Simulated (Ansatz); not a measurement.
Density of states of CaO (Fm-3m) below the valence band maximum, Ansatz (an electronic-structure program) with PBEsol, rigid bands; cell volume 27.1 Å³.

```csv
energy from edge (eV),10⁻³ states/eV/cell
0.006,83.3
0.031,193
0.056,268
0.081,333
0.106,398
0.131,462
0.156,528
0.181,598
0.206,671
0.231,752
0.256,843
0.281,944
0.319,1140
0.344,1330
0.369,1900
0.394,2450
0.419,2490
0.444,2540
0.469,2590
0.494,2630
0.519,2690
0.544,2750
0.569,2810
0.594,2890
```

### Question
What effective density of states at 300 K does this give (∫ g(E) exp(−E/k_BT) dE, both spins, divided by the cell's size)?

### Answer
1.5e20 cm⁻³, a density-of-states mass of 3.3 mₑ, valleys and band degeneracy included.

Spin-orbit coupling is left out; where it splits the top of the valence band, N_v and the p-type Seebeck coefficient come out somewhat high without it. Geometry: cell and atoms relaxed with PBEsol.
